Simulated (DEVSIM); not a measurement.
Structure: Pd/Al2O3/p-Si capacitor, at 300 K.

```
layer (left to right)  material  thickness (nm)  Na (cm⁻³)
---------------------  --------  --------------  ---------
1                         Al2O3            10.0          -
2                            Si             910       4e17
```

Metal gate on the left, work function 5.2 eV. Fixed charge at the semiconductor interface -2.4e10 cm⁻² (in units of +e); no interface traps.

The device is made up for the run: typed textbook-type constants, with dimensions and the other settings drawn at random. Values at 300 K; Nc and Nv go as T^1.5, mobilities as T to minus their exponent, the gap by Varshni's rule with the affinity fixed.

```tsv
parameter	Al2O3	Si
gap (eV)	6.8	1.124
affinity (eV)	1.35	4.05
permittivity	9	11.7
Nc (cm⁻³)	-	2.86e19
Nv (cm⁻³)	-	3.1e19
Varshni α (eV/K)	-	0.000473
Varshni β (K)	-	636
```

Model (solved in DEVSIM): 1D Poisson equation in equilibrium, Boltzmann statistics, complete ionisation; no quantum confinement or tunnelling. Metal contacts follow the ideal Schottky-Mott rule: no Fermi-level pinning, no interface dipoles.

Base results: capacitance of the dielectric stack (μF/cm²) 0.797; flat-band voltage (V) 0.14; threshold voltage (band bending 2φF) (V) 1.48; minimum of the low-frequency capacitance (μF/cm²) 0.168.

What follows from this one change: gate work function 5.2 → 5.35 eV?

capacitance of the dielectric stack little changed (0.797 μF/cm²); flat-band voltage 0.14 → 0.29 V; threshold voltage (band bending 2φF) 1.48 → 1.63 V; minimum of the low-frequency capacitance little changed (0.167 μF/cm²).

What follows from this one change: temperature 300 → 400 K?

capacitance of the dielectric stack little changed (0.797 μF/cm²); flat-band voltage 0.14 → 0.22 V; threshold voltage (band bending 2φF) 1.48 → 1.39 V; minimum of the low-frequency capacitance 0.168 → 0.185 μF/cm².
